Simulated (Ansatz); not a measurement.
Consider this model of amorphous Si24Al6Y6O48N12.

```xyz
96
Lattice="11.0225 -0.0862 0.3162 -0.0862 10.5830 -0.1586 0.3162 -0.1586 10.6001" Properties=species:S:1:pos:R:3 pbc="T T T"
Si     7.5793     1.0202     9.2527
Si     2.3352     1.7770     1.3963
Si     7.6070     2.9283     4.1202
Si     2.5423     7.3897     1.1053
Si     2.9903     9.6326     1.7457
Si     1.0932     0.1119     3.7391
Si     7.2852     2.8938     6.9569
Si     9.1889     0.7948     0.8380
Si    10.9251     9.5750     7.4980
Si     7.2237     7.8947     4.1646
Si     4.6815     7.4891     5.9482
Si     1.5623     6.0959     9.3745
Si     4.6435     5.4569    10.0281
Si     1.9014     2.1824     6.0455
Si     9.0203     8.9110     9.4191
Si     9.2058     3.8069     1.5268
Si     2.6682     3.8761     3.4778
Si     1.0182     6.0851     3.6291
Si     5.2459     0.3090    10.6879
Si     9.6265     6.1773    10.2700
Si     6.0014     0.8361     5.2022
Si     0.7864     3.2598    10.0898
Si     7.0522     0.0200     2.6507
Si     3.0049    10.0673     4.9144
Al     7.9393     9.5572     6.7377
Al    10.1684     8.3970     4.9427
Al     8.9661     5.6023     4.0880
Al     3.5043     2.4725     9.0348
Al     1.8403     7.5385     6.3135
Al     0.7813     0.8559     9.4790
Y      7.6202     6.3954     7.2997
Y      4.8862     9.9180     7.6533
Y     10.9130     4.9315     7.0782
Y      4.5702     4.0625     5.9449
Y      5.7553     5.4785     2.9471
Y      5.9454     7.9980     0.2978
O      5.5944     7.3244     4.5632
O      1.1345     4.4669     3.3631
O     10.8428     3.8416     1.2146
O      3.9929     8.2277     1.5695
O      3.0309     2.4589     7.2770
O     10.5532     8.7743     8.9599
O     10.6574     9.7739     3.9078
O      8.2648     2.6992     5.6486
O      8.6045     0.1217     2.1925
O      4.3236     4.0130     9.3478
O      2.8278     2.9496     4.8361
O      6.9878     0.0455     8.1069
O      9.1619     5.3918     5.8788
O      1.5449     6.6309     7.8453
O      1.2990     4.4788     9.1030
O      1.2233     1.2583     2.5221
O      1.4527     6.1750     5.2051
O      3.0276     3.1030     2.0855
O      4.4186     0.4570     5.0683
O     10.5216     6.6544     3.8734
O      4.9736     5.7609     0.9543
O      8.0191     8.3822     8.2506
O      6.7861     9.1353     3.1703
O      6.5401    10.1046     5.6855
O      6.4426     1.4583    10.3543
O      1.8026     8.8492     0.8524
O      5.2187     9.3730     9.7812
O      1.9570     6.7232     2.4604
O      9.3891     5.7524     8.7020
O      5.7654     7.9504     7.0652
O      8.7089     5.1686     0.6758
O      0.6037     3.0939     6.2610
O      8.7621     7.6362    10.5668
O      4.0195     6.0828     6.3749
O      7.9613     2.3768     8.3556
O     10.8912     2.2674     9.4436
O      3.8222     4.9474     3.8346
O      4.3419     0.9395     9.2483
O      9.5465    10.3146     7.0027
O      1.1759     0.0457     7.9986
O      5.7603     6.4050     9.2801
O      6.2514     3.8696     4.3380
O      5.9076    10.3594     1.2548
O     11.2383     6.4562    10.5508
O      5.9126     2.0218     6.4079
O     10.7349     0.3924     0.6748
O      6.6124     4.3690     7.1055
O      8.6916     2.3827     0.8904
N      3.5390     0.5414     1.2055
N      3.0208     6.2810    10.2930
N      8.6890    -0.0549    10.0732
N      2.4456     9.6802     3.3447
N      7.6653     6.5612     3.2452
N      3.3647     8.6911     5.9647
N      2.1142     2.1198    10.3717
N      8.3434     8.1918     5.4363
N      8.7200     3.8641     3.1696
N      6.8134     1.3539     3.7637
N      1.7432     0.6019     5.3313
N      0.3304     8.4956     6.0387
```

Method: PBE, scalar-relativistic without spin-orbit coupling (plane waves to 420 eV, PAW; Ansatz, a program for electronic structure).

A CHGNet melt-quench gave the starting glass, which DFT then relaxed. O and N atoms were pushed apart under 1.9 Å during the dynamics, to hinder bonds among them. The hot cell started wider than the set density and was brought back towards it in steps. It is the lowest in DFT energy of 2 quenches. It is a model cell: composition and starting density were chosen by hand, and all elements were melted together. No dispersion term was used. Its density started from a set value of 3.20 and ended at 3.10 g/cm³. The quench (nominally 570 K/ps over its main leg) was far faster than any real one, so the model tends to hold more defects than a real film. Values belong to this one cell and scatter from quench to quench. Volume and shape were free in the relaxation.

Cut-offs for bonds: Si-Si 2.60 Å, Si-Al 2.55 Å, Si-Y 3.09 Å, Si-O 1.98 Å, Si-N 2.04 Å, Al-Al 2.66 Å, Al-Y 3.20 Å, Al-O 2.24 Å, Al-N 2.26 Å, Y-Y 3.74 Å, Y-O 2.88 Å, Y-N 2.88 Å, O-O 1.58 Å, O-N 1.64 Å, N-N 1.70 Å. Two cations that share two anions don't count as bonded, nor two that share one unless they lie closer than Si-Si 2.38 Å, Si-Al 2.48 Å, Si-Y 3.01 Å, Al-Al 2.59 Å, Al-Y 3.11 Å, Y-Y 3.64 Å.

Task: Give the coordination numbers, mean bond lengths and angles.

Result: 
| Item | Result |
|---|---|
| Mean coordination of Si by anions | 4.04 (23 with 4, 1 with 5) |
| Mean coordination of Al by anions | 4.17 (5 with 4, 1 with 5) |
| Mean coordination of Y by anions | 6.17 (1 with 5, 3 with 6, 2 with 7) |
| Mean coordination of O | 2.50 (24 with 2, 24 with 3) |
| Mean coordination of N | 3.25 (9 with 3, 3 with 4) |
| Mean Si-O bond | 1.660 Å (spread 0.046 Å, 70 counted) |
| Mean Y-O bond | 2.360 Å (spread 0.172 Å, 34 counted) |
| Mean Si-N bond | 1.746 Å (spread 0.037 Å, 27 counted) |
| Mean Al-O bond | 1.829 Å (spread 0.083 Å, 16 counted) |
| Bond angle at Si | mean 109.1°, spread 10.1° |
| Bond angle at Al | mean 108.3°, spread 15.6° |
| Bond angle at Y | mean 101.0°, spread 29.1° |
| Bond angle at O | mean 120.0°, spread 19.2° |
| Bond angle at N | mean 114.0°, spread 13.7° |

Task: List the pairs of like atoms that count as bonded by the rules above.

Result: There are none by these rules.
